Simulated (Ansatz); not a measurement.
Start from TiTe2 in the CdI2 type structure (space group P-3m1, No. 164; layered, stacked along the Cartesian z axis).

```xyz
3
Lattice="3.6973 0.0000 0.0000 -1.8487 3.2020 0.0000 0.0000 0.0000 6.3840" Properties=species:S:1:pos:R:3 pbc="T T T"
Ti     0.0000     0.0000     0.0000
Te     0.0000     2.1346     1.7307
Te     1.8487     1.0673     4.6533
```

Calculations: PBE-D3(BJ), PAW, 420 eV (Ansatz, a program for electronic structure; no spin-orbit coupling).

Now apply this change: a free-standing slab of 2 layers (6 atoms, 3 a layer) is cut normal to the stacking axis, with 15 Å of vacuum and the in-plane cell relaxed.

**Question.** Estimate the effect on the thickness between the outermost nuclei and excess energy per area of both faces.

**Answer.** The thickness between the outermost nuclei comes out as 9.99 Å; the excess energy per area of both faces (slab less bulk energy over the cell's area: twice a surface energy) amounts to 0.7 J/m² (uncertain by up to 0.08 J/m²).

The excess energy carries the mismatch between the slab's and the bulk's meshes. Whether these cells are dynamically stable was not tested. All final runs are without spin polarisation.
